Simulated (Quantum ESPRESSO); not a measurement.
**Habitual settings against a tight run: HfFe₂ (Fd-3m, 6 atoms in the cell)**

Self-consistent single point.

```xyz
6
Lattice="0.0000 3.5445 3.5445 3.5445 0.0000 3.5445 3.5445 3.5445 0.0000" Properties=species:S:1:pos:R:3 pbc="T T T"
Hf     0.0000     0.0000     0.0000
Hf     1.7723     1.7723     1.7723
Fe     4.4306     4.4306     4.4306
Fe     4.4306     2.6584     2.6584
Fe     2.6584     2.6584     4.4306
Fe     2.6584     4.4306     2.6584
```
Moments meant for the start (each program seeds them in its own way; μB, in the order of the atoms Hf Hf Fe Fe Fe Fe): 1.0 1.0 4.0 4.0 4.0 4.0.

Level of theory: PBEsol, PSlibrary ultrasoft (PBE) pseudopotentials (plane waves; Quantum ESPRESSO).

Base settings: ecutwfc = 55 Ry; ecutrho = 330 Ry; occupations = smearing; smearing = cold; degauss = 0.019992 Ry; nspin = 2; input_dft = pbesol; potentials = {Hf: Hf.pbe-spn-rrkjus_psl.1.0.0.UPF, Fe: Fe.pbe-n-rrkjus_psl.1.0.0.UPF}; K_POINTS = automatic 6 6 6 0 0 0; conv_thr = 1e-11 Ry; mixing_beta = 0.5.

Tight run (finer mesh or higher cutoff; not a proven limit): ecutwfc: 55 Ry → 77 Ry; ecutrho: 330 Ry → 462 Ry; conv_thr: 1e-11 Ry → 7.3e-11 Ry; K_POINTS: automatic 6 6 6 0 0 0 → automatic 9 9 9 0 0 0. It gave Fermi level (on the code's own zero) 13.88 eV; pressure -14.41 GPa; size of the cell's spin moment 6.73 μB; site moments (μB, in the program's spheres or projections) Hf -0.36, Hf -0.36, Fe 2.01, Fe 2.01, Fe 2.01, Fe 2.01.

Quick runs, as changes from the base:
- A: the base itself
- B: ecutwfc: 55 Ry → 44 Ry; ecutrho: 330 Ry → 264 Ry; smearing: cold → gauss; input_dft: pbesol → default; pseudopotentials: {Hf: Hf.pbe-spn-rrkjus_psl.1.0.0.UPF, Fe: Fe.pbe-n-rrkjus_psl.1.0.0.UPF} → {Hf: Hf.pz-spn-rrkjus_psl.1.0.0.UPF, Fe: Fe.pz-n-rrkjus_psl.1.0.0.UPF}; K_POINTS: automatic 6 6 6 0 0 0 → automatic 2 2 2 1 1 1 [LDA (PZ)]

† marks runs with another functional, U, potentials or spin treatment: their distance from the tight run is not a convergence error alone.

The count of work is k-points × plane waves × bands × iterations; it is no time. Core times come from one kind of shared machine and are given to one figure; runs under 30 s give none.

The starting cell comes from a database of computed structures (which also holds hypothetical and non-ambient phases and stackings), without a prior relaxation at this level. Its lattice was rescaled by a random factor within 2.5 % of one. The magnetic order is the one reached from the typed start; others were not searched systematically. In the base run, with a pressure of about -14 GPa the cell is away from its equilibrium volume at this level.

```tsv
run	pressure less tight (GPa)	size of the net moment less tight (μB/atom)	count of work / tight	core time / tight (rough)
A	-0.07	0.00	0.23	0.2
B†	-8.52	-0.11	0.027	0.06
```

Left out of this page: 4 runs of the series outside the window shown, repeating another row's setting, or not comparable.
